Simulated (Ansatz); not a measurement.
**Response to strain in LiF**

Consider LiF in the rock salt structure (space group Fm-3m, No. 225; a = 4.008 Å). Axes: x, y, z lie along the cube axes.

Strains are applied to the cell and any free atomic positions relax; under biaxial strain the out-of-plane vector relaxes too.

Method: DFT with PBEsol, PAW potentials and a 420 eV plane-wave cutoff in Ansatz (a first-principles code), no spin-orbit coupling.

```json
[
 {"biaxial strain, plane normal [001], relaxed out of plane (%)": "-3", "out-of-plane strain (%)": "2.38"},
 {"biaxial strain, plane normal [001], relaxed out of plane (%)": "-2.5", "out-of-plane strain (%)": "?"},
 {"biaxial strain, plane normal [001], relaxed out of plane (%)": "-2", "out-of-plane strain (%)": "1.54"},
 {"biaxial strain, plane normal [001], relaxed out of plane (%)": "-1.5", "out-of-plane strain (%)": "1.13"},
 {"biaxial strain, plane normal [001], relaxed out of plane (%)": "-1", "out-of-plane strain (%)": "0.74"},
 {"biaxial strain, plane normal [001], relaxed out of plane (%)": "-0.5", "out-of-plane strain (%)": "0.36"},
 {"biaxial strain, plane normal [001], relaxed out of plane (%)": "0", "out-of-plane strain (%)": "0.00"}
]
```

### Question
Fit ε⊥ = −νε + γε² (strains in %) to the rows shown and predict the withheld row.

### Answer
Least squares on the printed values gives ν = 0.71 (the biaxial Poisson response) and γ = 0.026 (largest residual 0.01 %); this predicts 1.95 %, and the run gives 1.95 %, in agreement.

Whether these cells are dynamically stable was not tested.
